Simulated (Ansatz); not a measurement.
MgPd₃ (Pm-3m), PBEsol, DFPT electron-phonon coupling, linearised Boltzmann equation run with Ansatz (an electronic-structure program): phonon-limited resistivity 9.76 μΩ·cm at 300 K, 13.1 μΩ·cm at 400 K, current-weighted mean free path 12.0 nm, Drude plasma energy 5.78 eV.

**Question.** What Drude relaxation time do resistivity and plasma energy imply?

**Answer.** ω_p = 8.78e15 s⁻¹, so τ = 1/(ε₀ ω_p² ρ) = 15.0 fs, a damping ħ/τ of 43.9 meV.

**Question.** What is the classical skin depth at 10 GHz (nonmagnetic, μ₀ = 1.257×10⁻⁶ H/m)?

**Answer.** δ = √(ρ/(π f μ₀)) = 1570 nm.

**Question.** Estimate the electronic thermal conductivity at 300 K by the Wiedemann-Franz law (L₀ = 2.44×10⁻⁸ W·Ω/K²).

**Answer.** L₀T/ρ = 2.44×10⁻⁸ × 300/(9.76×10⁻⁸) = 75.0 W/(m·K). Inelastic scattering puts the true Lorenz number somewhat under L₀ near and below the Debye temperature.

A metal at this level (no band gap). Only scattering by harmonic phonons is included (no impurities, grain boundaries, electron-electron scattering or thermal expansion). Spin-orbit coupling is left out. Halving the electron mesh (24x24x24) moves the resistivity by up to 10 % at 300 K, the mean free path by up to 6 %. Smearing 0.20 eV; phonons on a 4x4x4 q mesh, which this run doesn't test.

Computed structure with no diffraction record at hand here (it may be known, metastable or hypothetical): MgPd3 (Pm-3m).
